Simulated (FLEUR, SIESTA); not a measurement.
A FLEUR input for a self-consistent single point of CoPdO2 (R-3m, 4 atoms in the cell) (DFT, PBE, all-electron FLAPW (FLEUR), scalar-relativistic valence):

Input of the input generator:

```
scf CoPdO2
&input film=f /
1.4021971599 0.8095589077 5.8350400000
-1.4021971599 0.8095589077 5.8350400000
0.0000000000 -1.6191178154 5.8350400000
1.8897261246
1.0 1.0 1.0

4
27 0.5000000000 0.5000000000 0.5000000000 : 3.00
46 0.0000000000 0.0000000000 0.0000000000 : 0.00
8 0.8875260000 0.8875260000 0.8875260000 : 0.00
8 0.1124740000 0.1124740000 0.1124740000 : 0.00

&comp jspins=2 /
&kpt div1=9 div2=9 div3=9 /
&end /
```

```xml
<?xml version="1.0" encoding="UTF-8" standalone="no"?>
<fleurInput fleurInputVersion="0.39">
   <comment>
      scf CoPdO2                                                                                          
   </comment>
   <calculationSetup>
      <cutoffs Kmax="4.8" Gmax="19.2" GmaxXC="19.2" numbands="0"/>
      <scfLoop itmax="80" minDistance="0.00001" maxIterBroyd="99" imix="Anderson" alpha="0.05" precondParam="0.0" spinf="2.0"/>
      <coreElectrons ctail="T" frcor="F" kcrel="0" coretail_lmax="0"/>
      <xcFunctional name="pbe" relativisticCorrections="F"/>
      <magnetism jspins="2"/>
      <soc l_soc="F" theta="0.0" phi="0.0" spav="F"/>
      <expertModes spex="0" secvar="F"/>
      <geometryOptimization l_f="T" forcealpha="1.0" forcemix="BFGS" epsdisp="0.00001" epsforce="0.00001"/>
      <ldaU l_linMix="F" mixParam="0.05" spinf="1.0"/>
   </calculationSetup>
   <cell>
      <bzIntegration valenceElectrons="43.0" mode="gauss" fermiSmearingEnergy="0.00499791">
         <kPointListSelection listName="default-1"/>
         <!-- k-points included here -->
         <xi:include xmlns:xi="http://www.w3.org/2001/XInclude" href="kpts.xml"> </xi:include>
      </bzIntegration>
      <!-- symmetry operations included here -->
      <xi:include xmlns:xi="http://www.w3.org/2001/XInclude" href="sym.xml"> </xi:include>
      <bulkLattice scale="1.0">
         <bravaisMatrix>
            <row-1>    2.6497686049029534     1.5298446172833302    11.0266275260859832</row-1>
            <row-2>   -2.6497686049029534     1.5298446172833302    11.0266275260859832</row-2>
            <row-3>    0.0000000000000000    -3.0596892345666604    11.0266275260859832</row-3>
         </bravaisMatrix>
      </bulkLattice>
   </cell>
   <atomSpecies>
      <species name="Cobalt (Co3.000" element="Co" atomicNumber="27">
         <mtSphere radius="2.07" gridPoints="731" logIncrement="0.017"/>
         <atomicCutoffs lmax="8" lnonsphr="6"/>
         <electronConfig flipSpins="F">
            <coreConfig>(1s1/2) (2s1/2) (2p1/2) (2p3/2) (3s1/2)</coreConfig>
            <valenceConfig>(3p1/2) (3p3/2) (4s1/2) (3d3/2) (3d5/2)</valenceConfig>
            <stateOccupation state="(3d3/2)" spinUp="2.0" spinDown="0.8"/>
            <stateOccupation state="(3d5/2)" spinUp="3.0" spinDown="1.2"/>
         </electronConfig>
         <energyParameters s="4" p="4" d="3" f="4"/>
         <lo type="SCLO" l="1" n="3" eDeriv="0"/>
      </species>
      <species name="Palladium (Pd)" element="Pd" atomicNumber="46">
         <mtSphere radius="2.23" gridPoints="787" logIncrement="0.016"/>
         <atomicCutoffs lmax="8" lnonsphr="6"/>
         <electronConfig flipSpins="F">
            <coreConfig>(1s1/2) (2s1/2) (2p1/2) (2p3/2) (3s1/2) (3p1/2) (3p3/2) (4s1/2) (3d3/2) (3d5/2)</coreConfig>
            <valenceConfig>(4p1/2) (4p3/2) (5s1/2) (4d3/2) (4d5/2)</valenceConfig>
            <stateOccupation state="(5s1/2)" spinUp="0.5" spinDown="0.5"/>
            <stateOccupation state="(4d3/2)" spinUp="1.8" spinDown="1.8"/>
            <stateOccupation state="(4d5/2)" spinUp="2.7" spinDown="2.7"/>
         </electronConfig>
         <energyParameters s="5" p="5" d="4" f="4"/>
         <lo type="SCLO" l="1" n="4" eDeriv="0"/>
      </species>
      <species name="Oxygen (O)" element="O" atomicNumber="8">
         <mtSphere radius="1.17" gridPoints="415" logIncrement="0.025"/>
         <atomicCutoffs lmax="6" lnonsphr="4"/>
         <electronConfig flipSpins="F">
            <coreConfig>(1s1/2)</coreConfig>
            <valenceConfig>(2s1/2) (2p1/2) (2p3/2)</valenceConfig>
            <stateOccupation state="(2p1/2)" spinUp="0.6666666667" spinDown="0.6666666667"/>
            <stateOccupation state="(2p3/2)" spinUp="1.333333333" spinDown="1.333333333"/>
         </electronConfig>
         <energyParameters s="2" p="2" d="3" f="4"/>
      </species>
   </atomSpecies>
   <atomGroups>
      <atomGroup species="Cobalt (Co3.000">
         <relPos label="                   1">1.000/2.000 1.000/2.000 1.000/2.000</relPos>
         <force calculate="T" relaxXYZ="TTT"/>
      </atomGroup>
      <atomGroup species="Palladium (Pd)">
         <relPos label="                   2">.0000000000 .0000000000 .0000000000</relPos>
         <force calculate="T" relaxXYZ="TTT"/>
      </atomGroup>
      <atomGroup species="Oxygen (O)">
         <relPos label="                   3">-.1124740000 -.1124740000 -.1124740000</relPos>
         <relPos label="                   4">.1124740000 .1124740000 .1124740000</relPos>
         <force calculate="T" relaxXYZ="TTT"/>
      </atomGroup>
   </atomGroups>
   <output dos="F" band="F" slice="F">
      <checks vchk="F" cdinf="F"/>
      <bandDOS minEnergy="-.5*Htr" maxEnergy="0.5*Htr" sigma="0.015" storeEVData="T"/>
      <vacuumDOS vacdos="F" integ="F" star="F" nstars="0" locx1="0.0" locy1="0.0" locx2="0.0" locy2="0.0" nstm="0" tworkf="0.0"/>
      <unfoldingBand unfoldBand="F" supercellX="1" supercellY="1" supercellZ="1"/>
      <plotting iplot="0" polar="F">
         <plot TwoD="T" vec1="  1.0  0.0  0.0" vec2="  0.0  1.0  0.0" vec3="  0.0  0.0  1.0" zero="  0.0  0.0  0.0" file="plot"/>
      </plotting>
      <chargeDensitySlicing numkpt="0" minEigenval="0.0" maxEigenval="0.0" nnne="0" pallst="F"/>
      <specialOutput eonly="F"/>
      <magneticCircularDichroism mcd="F" energyLo="-10.0" energyUp="0.0"/>
   </output>
  <!-- We include the file relax.xml here to enable relaxations (see documentation) -->
  <xi:include xmlns:xi="http://www.w3.org/2001/XInclude" href="relax.xml"> <xi:fallback/> </xi:include>
</fleurInput>
```

Give the SIESTA input for the same structure, mesh, smearing and functional.

This is the input that was run; spellings and numerical settings could be chosen otherwise.

```
# files in the folder: Co.psml Pd.psml O.psml (PseudoDojo PBE standard)
SystemName  CoPdO2
SystemLabel CoPdO2

NumberOfAtoms                4
NumberOfSpecies              3
%block ChemicalSpeciesLabel
  1 27 Co
  2 46 Pd
  3 8 O
%endblock ChemicalSpeciesLabel
LatticeConstant              1.0 Ang
%block LatticeVectors
     1.402197000    0.809559000    5.835040000
    -1.402197000    0.809559000    5.835040000
     0.000000000   -1.619118000    5.835040000
%endblock LatticeVectors
AtomicCoordinatesFormat      Fractional
%block AtomicCoordinatesAndAtomicSpecies
     0.500000000    0.500000000    0.500000000  1
     0.000000000    0.000000000    0.000000000  2
     0.887526000    0.887526000    0.887526000  3
     0.112474000    0.112474000    0.112474000  3
%endblock AtomicCoordinatesAndAtomicSpecies

XC.functional                GGA
XC.authors                   PBE
PAO.BasisSize                DZP
PAO.EnergyShift              0.005 Ry
MeshCutoff                   350 Ry
%block kgrid.MonkhorstPack
    9   0   0  0.0
    0   9   0  0.0
    0   0   9  0.0
%endblock kgrid.MonkhorstPack
OccupationFunction           MP
OccupationMPOrder            0
ElectronicTemperature        1578.21 K
Spin                         polarized
%block DM.InitSpin
  1 +3.00
  2 +0.00
  3 +0.00
  4 +0.00
%endblock DM.InitSpin

MaxSCFIterations             150
SCF.Mixer.Method             Pulay
SCF.Mixer.Weight             0.1
SCF.Mixer.History            8
SCF.DM.Tolerance             1.0E-04
Diag.ParallelOverK           true
WriteForces                  true
Charge.Mulliken              end
```

Basis settings and potentials, where a program has them, do not carry over. This input uses DFT, GGA PBE, numerical atomic orbitals DZP, PseudoDojo PBE standard norm-conserving potentials (rewritten from UPF to PSML).

The starting cell comes from a database of computed structures (which also holds hypothetical and non-ambient phases and stackings), without a prior relaxation at this level. Its lattice was rescaled by a random factor within 2.5 % of one.
